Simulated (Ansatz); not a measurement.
## How far PBE and r2SCAN part for GaAs, pressure 15 GPa

Base system: GaAs in the zinc blende structure (space group F-43m, No. 216; a = 5.746 Å).

(Cell as relaxed with PBE.)

Levels (all Ansatz, a quantum-chemistry and plane-wave program, PAW, earlier PAW set): PBE (420 eV, spin-orbit coupling left out); r2SCAN (500 eV, no SOC).

Each level relaxes its own structure.

```tsv
base	PBE	r2SCAN
volume per atom	23.71 Å³	22.73 Å³
lattice parameter a	5.746 Å	5.666 Å
band gap	0.16 eV	0.97 eV
```

The change: a hydrostatic pressure of 15 GPa.

```csv
quantity,PBE,r2SCAN
smallest direct gap,1.44 eV,?
shift of the gap caused by the change,+1.05 eV,?
volume per atom,20.06 Å³,?
"valley order (the lowest conduction-band minima on the path, energy above the VBM, named in the base's zone)","a point along ⟨100⟩, about 0.9 Å⁻¹ from Γ 1.21 eV; L along ⟨111⟩ 1.35 eV; Γ 1.44 eV",?
```

What does r2SCAN give?


- smallest direct gap, r2SCAN: 2.21 eV
- shift of the gap caused by the change, r2SCAN: +0.49 eV
- volume per atom, r2SCAN: 19.61 Å³
- valley order (the lowest conduction-band minima on the path, energy above the VBM, named in the base's zone), r2SCAN: a point along ⟨100⟩, about 1.0 Å⁻¹ from Γ 1.46 eV; L along ⟨111⟩ 1.84 eV; Γ 2.21 eV

PBE's smallest direct gap lies 0.765 eV below r2SCAN's; PBE's shift of the gap caused by the change lies 0.56 eV above r2SCAN's; PBE's volume per atom lies 0.459 Å³ above r2SCAN's (2.3 %); both order the valleys alike. Neither level is exact; r2SCAN is the comparison here, not a measurement.

Load acts through the strain it causes; cell and atoms are relaxed under it. Whether these cells are dynamically stable was not tested. Tetrahedral semiconductors of this kind turn to denser phases somewhere between about 1 and 50 GPa; those were not computed, so compressed cells here can lie past the real transition. A zero or small gap of GaAs can be the functional's error rather than a property of the material.
